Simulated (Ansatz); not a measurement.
Consider LiCl in the rock salt structure (space group Fm-3m, No. 225; a = 5.112 Å). Axes: x, y, z lie along the cube axes.

All numbers come from r2SCAN, PAW, 500 eV (Ansatz, a quantum-chemistry and plane-wave program; spin-orbit coupling left out).

Strains are applied to the cell and any free atomic positions relax; under biaxial strain the out-of-plane vector relaxes too.

One change was made to it. Results:

```tsv
quantity	base	after
band gap	7.29 eV	7.11 eV
energy relative to the base (free energy F)	0 meV/atom	+3.0 meV/atom
```

**Question.** Which change produced these results?
A) uniaxial strain ε_xx = −0.80 %
B) biaxial strain +3.88 %, plane normal [110], relaxed out of plane
C) isotropic strain +5.86 %
D) strain tensor (xx, yy, zz, yz, xz, xy) = (−1.63, +1.13, +1.26, +0.61, +1.45, −0.86) %

**Answer.** D, strain tensor (xx, yy, zz, yz, xz, xy) = (−1.63, +1.13, +1.26, +0.61, +1.45, −0.86) %. For comparison, the band gap in the other runs: biaxial strain +3.88 %, plane normal [110], relaxed out of plane gives 6.75 eV; uniaxial strain ε_xx = −0.80 % gives 7.33 eV; isotropic strain +5.86 % gives 6.34 eV.

A biaxial case was relaxed in a doubled cell and then solved in the primitive one. Stability against distortions was not tested.
